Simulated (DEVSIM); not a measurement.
System: Schottky contact on n-type GaN, at 350 K.

Layer 1 from the left is GaN, thickness (μm) 0.950, Nd (cm⁻³) 9.6e15, τn (s) 5.8e-10, τp (s) 5.8e-10. Layer 2 from the left is GaN, thickness (μm) 1.30, Nd (cm⁻³) 6.1e17, τn (s) 5.8e-10, τp (s) 5.8e-10.

Left contact: Schottky, work function 5.23 eV, emission velocity 3.5e6 cm/s. Right contact: ohmic. Voltage is applied to the left contact. Recombination: SRH at mid-gap, radiative, Auger. Mobility is constant in doping.

This is a model device: material constants are rounded textbook-type values typed into the input, and sizes, dopings and lifetimes were drawn at random. Values at 300 K; Nc and Nv go as T^1.5, mobilities as T to minus their exponent, the gap by Varshni's rule with the affinity fixed.

GaN: gap (eV) 3.43, affinity (eV) 4.1, permittivity 9.5, Nc (cm⁻³) 2.3e18, Nv (cm⁻³) 4.6e19, μn (cm²/Vs) 1200, μp (cm²/Vs) 100, T exponent of μn 1.5, T exponent of μp 2, B (cm³/s) 1e-11, Cn (cm⁶/s) 1e-30, Cp (cm⁶/s) 1e-30, Varshni α (eV/K) 0.00091, Varshni β (K) 830.

Simulated with DEVSIM: 1D drift-diffusion, Boltzmann statistics, complete ionisation; no tunnelling, impact ionisation, image-force lowering or self-heating. Metal contacts follow the ideal Schottky-Mott rule: no Fermi-level pinning, no interface dipoles.

Dark forward current:

| |V| (V) | |J| (A/cm²) |
|---|---|
| 0.05 | 3.468e-10 |
| 0.10 | 2.162e-9 |
| 0.15 | 1.167e-8 |
| 0.20 | 6.143e-8 |
| 0.25 | 3.219e-7 |
| 0.30 | 1.685e-6 |
| 0.35 | 8.812e-6 |
| 0.40 | 4.607e-5 |
| 0.45 | 0.0002407 |
| 0.50 | 0.001257 |
| 0.55 | 0.006554 |
| 0.60 | 0.03413 |
| 0.65 | 0.1773 |
| 0.70 | 0.9165 |
| 0.75 | 4.681 |
| 0.80 | 22.99 |
| 0.85 | 99.19 |
| 0.90 | 318.9 |
| 0.95 | 720.1 |
| 1.00 | 1258 |
| 1.05 | 1880 |
| 1.10 | 2555 |

Problem. Work out the local ideality factor n = ΔV / (kT/q · ln(J2/J1)) between the rows 0.15 and 0.20 V, 1.05 and 1.10 V.

Solution. kT/q = 30.16 mV. From 0.15 to 0.20 V: ln(6.143e-8/1.167e-8) = 1.661, n = 1.00, near the 1 of diffusion or emission over a barrier. From 1.05 to 1.10 V: ln(2555/1880) = 0.307, n = 5.40; the layers' resistance at their doping, Σ W/(qμN) = 6.6e-5 Ω cm², would take 45 mV of this step of 50 mV.

Problem. Estimate the current at 0.45 V for emission alone, J0 = q v N_band exp(−φB/kT), and read the barrier back from the simulated current.

Solution. φB = 1.130 eV, N_band = 2.90e18 cm⁻³, J0 = 8.70e-11 A/cm²; J = J0 (exp(qV/kT) − 1) = 0.000263 A/cm². The simulation gives 0.000241 A/cm²; the estimate lies 9.1 % above. Read backwards, the simulated current gives an apparent barrier of 1.133 eV. The estimate leaves out transport through the depletion region and minority injection.
